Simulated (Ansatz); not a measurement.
## Input and output of a self-consistent single point for CsCaH₃ (P4mm, 5 atoms in the cell) (Ansatz)

Method: LDA (PW92), default PAW files made with PBE (plane waves; Ansatz, a first-principles code).

Input:

Ansatz 0.2 input:
```yaml
crystal:
  lattice:
    - [4.59808400, 0.00000000, 0.00000000]
    - [0.00000000, 4.59808400, 0.00000000]
    - [0.00000000, 0.00000000, 4.59808400]
  atoms:
    - { symbol: Cs, position: [0.00000000, 0.00000000, 0.01087400] }
    - { symbol: Ca, position: [0.50000000, 0.50000000, 0.50000000] }
    - { symbol: H, position: [0.50000000, 0.00000000, 0.50000000] }
    - { symbol: H, position: [0.00000000, 0.50000000, 0.50000000] }
    - { symbol: H, position: [0.50000000, 0.50000000, 0.00000000] }
basis:
  ecutwfc: 420.0
kpoints:
  mp_grid: { grid: [6, 6, 6] }
hamiltonian:
  xc: lda
  pseudopotentials: { kind: paw }
scf:
  occupations: { method: fixed }
output:
  forces: true
  eigenvalues: true
  stress: true
```

The program printed (abridged):

```
WARN ansatz: RAYON_NUM_THREADS=1 ignored (pool sized by the plan → 1); use --threads N
Pseudopotentials: kind: paw
Pseudopotential: Cs, paw, valence charge 9
Pseudopotential: Ca, paw, valence charge 10
Pseudopotential: H, paw, valence charge 1
Crystal: 5 atoms, lattice volume = 97.214 Å³
Basis set: ecut = 420 eV, 1935 PW (Γ)
Bands: 16, of which v1, the nominal top of the filled ones, is band 11 counted from 1 (10 counted from 0)
Symmetry: 8 space group operations
Space group: P4mm (ITA 99), of the structure as read, at distance tolerance 4.6e-5 Å
k-points: 40 of 216 (time reversal used)
PAW frozen core: Cs, regenerated for the run's functional, and the local potential with it
PAW frozen core: Ca, regenerated for the run's functional, and the local potential with it
Initial density: superposition of atomic densities (neutral atoms: chi_scale 0, normalization atom), corrected by the library's trained network
Initial wavefunctions: pseudopotential atomic-orbital guess
Eigensolver: davidson
Functional: x = slater, c = lda
SCF iter   1: F=—  HF=-7326.596243 eV  |F-HF|=—  |Δ(HF+E_count)|=         —  Δρ=1.02e-2  dr2=9.19e-2  ethr=1.77e-3  ⟨swp⟩=4.5  Hψ=3070  notcnv=0  defer=81
all-band conjugate gradients solve this SCF's bands
preconditioner: auto → Resta (q_TF=auto, 2.130 Å⁻¹)
SCF iter   2: F=—  HF=-7326.568482 eV  |F-HF|=—  |Δ(HF+E_count)|=   2.78e-2  Δρ=4.29e-3  dr2=1.70e-2  ethr=4.18e-4  ⟨swp⟩=1.4  Hψ=984  notcnv=0  defer=75
SCF iter   3: F=—  HF=-7326.562746 eV  |F-HF|=—  |Δ(HF+E_count)|=   5.74e-3  Δρ=4.73e-4  dr2=1.43e-4  ethr=7.75e-5  ⟨swp⟩=2.0  Hψ=818  notcnv=0  defer=106
SCF iter   4: F=—  HF=-7326.562711 eV  |F-HF|=—  |Δ(HF+E_count)|=   3.50e-5  Δρ=1.14e-4  dr2=6.68e-6  ethr=6.50e-7  ⟨swp⟩=2.6  Hψ=956  notcnv=0  defer=82
SCF iter   5: F=—  HF=-7326.562714 eV  |F-HF|=—  |Δ(HF+E_count)|=   3.09e-6  Δρ=3.49e-5  dr2=5.34e-7  ethr=3.04e-8  ⟨swp⟩=2.2  Hψ=1005  notcnv=0  defer=43
SCF iter   6: F=-7326.562715 eV  HF=-7326.562715 eV  |F-HF|=2.88e-9  |Δ(HF+E_count)|=   2.18e-7  Δρ=2.38e-6  dr2=5.88e-9  ethr=4.55e-10  ⟨swp⟩=10.3  Hψ=4076  notcnv=0
SCF 1 converged in 6 iterations: F = -7326.562715 eV  dr2 = 5.88e-9
SCF converged after 6 iterations
Free energy (F): -7326.562715 eV
Harris-Foulkes:  -7326.562715 eV  (|F-HF|=2.88e-9)
Internal energy: -7326.562715 eV  (E = F + TS)
E sigma→0 (E₀):  -7326.562715 eV
Fermi energy:    2.914277 eV
--- Per-component energies (eV) ---
  E_band       = -219.754295
  E_kinetic    = 457.857047
  E_local      = -1093.708306  (includes V_loc(G=0)·N_el)
  E_nonlocal   = 103.217137
  E_hartree    = 367.100501
  E_xc         = -334.142141
  E_vxc        = -330.713126  (∫ρ·V_xc dr)
  E_paw        = -5720.300184  (= ΣΔE_a)
  E_vpaw       = -90.606571  (= ΣTr[D̂ρ^β])
  E_aug_tail   = -0.003185  (compensation charges beyond the density's cutoff)
  E_ewald      = -1107.137306
  E_core_change = 0.553722  (= ΣΔE_core)
  E_smearing   = -0.000000  (= −TS)
  E_closure    = 0.000000  (closes the sum)
  Σ components = -7326.562715   (vs F -7326.562715, Δ=0.00e0)
--- Forces (eV/Å), atoms counted from 1 ---
  atom   1  Cs     0.00000000     0.00000000    -0.06928253
  atom   2  Ca    -0.00000000     0.00000000     0.04183562
  atom   3  H      0.00000000     0.00000000     0.00586461
  atom   4  H      0.00000000     0.00000000     0.00586461
  atom   5  H      0.00000000     0.00000000     0.01571405
  max |Σ_I F_I| component: 3.64e-6 eV/Å
--- Stress (GPa, compression-positive) ---
       -2.058390       0.000000       0.000000
        0.000000      -2.058390       0.000000
        0.000000       0.000000      -2.058477
  P = ⅓ Tr σ = -2.0584 GPa (-20.584 kbar)
  The stress holds the Pulay correction. Without it, at fixed plane waves, as pw.x and ABINIT print it: P = -2.1080 GPa
--- Band table (eV; the first three rows and the last of 40) ---
  k-point 0: bands = ["-35.6973", "-17.2860", "-16.9523", "-16.9523", "-16.9521", "-3.9408", "-3.9404", "-3.9404", "0.0654", "2.2029", "2.2063", "8.2898", "8.2927", "8.2927", "9.2054", "9.2380"]
  k-point 1: bands = ["-35.6971", "-17.2870", "-16.9520", "-16.9520", "-16.9515", "-4.1027", "-3.9315", "-3.9315", "0.3581", "2.2666", "2.2966", "8.1925", "8.1925", "8.3659", "8.7220", "9.1343"]
  k-point 2: bands = ["-35.6967", "-17.2895", "-16.9512", "-16.9512", "-16.9497", "-4.3875", "-3.9137", "-3.9137", "1.0493", "2.3126", "2.4053", "7.9326", "8.0580", "8.0580", "8.5117", "8.5400"]
  k-point 39: bands = ["-35.6949", "-17.2186", "-16.9765", "-16.9765", "-16.9763", "-4.2546", "-4.2546", "-4.2542", "2.2843", "2.2843", "2.2846", "7.3927", "7.3927", "7.3939", "7.7205", "8.7985"]
```

The run converged in 6 iterations.

The starting cell comes from a database of computed structures (which also holds hypothetical and non-ambient phases and stackings), without a prior relaxation at this level. Its lattice was rescaled by up to half a per cent. One atom was moved a little off its site on purpose. Ansatz's pressure includes its estimate of the finite-basis (Pulay) stress.
